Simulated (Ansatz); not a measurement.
The parent structure is BaPdS2 (space group Cmcm, No. 63; a = 6.694 Å, b = 10.586 Å, c = 5.580 Å; a cell from a computed database, its experimental status unchecked). Axes: x, y, z lie along a, b, c of the conventional cell.

Level of theory: Kohn–Sham DFT with the PBEsol functional, run in Ansatz (a first-principles code) with PAW and 420 eV plane waves, no spin-orbit coupling.

One thing is altered: the cell is compressed by 1.69 % along y with no lateral relaxation, atoms relaxed at fixed cell.

Predict the stress tensor and what it implies for the stiffness.

Stress of the strained cell less that of the base (GPa, compression positive):
```
   0.63    0.00    0.00
   0.00    1.67    0.00
   0.00    0.00    0.44
```

Then −Δσ_ii/ε with ε = -0.0169 gives secant stiffness values (nonlinear terms included at this strain): C22 ≈ 99 GPa, C12 ≈ 37 GPa and C23 ≈ 26 GPa.

Whether these cells are dynamically stable was not tested.
